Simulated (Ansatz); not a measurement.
A constructed model of the (100) surface of fcc Pd, a pseudomorphic layer of Au in the host's stacking (bottom of the slab: a bare face, its two planes held)

Method: PBE (plane waves to 420 eV, PAW; Ansatz, an electronic-structure program).

Model: 7-atom slab, 11.9 Å thick at the start, 13x13x1 mesh, Fermi-Dirac 0.1 eV, dipole correction, 2 atoms held, the rest relaxed; start symmetry kept, larger cells not searched; no spin, no spin-orbit, no U. It is one candidate, not shown to be the stable structure of the face.

The work function of the top face is 5.23 eV and the energy released by relaxation comes out as 0.001 eV. The cost is about 3.0 core-minutes (a rough figure).
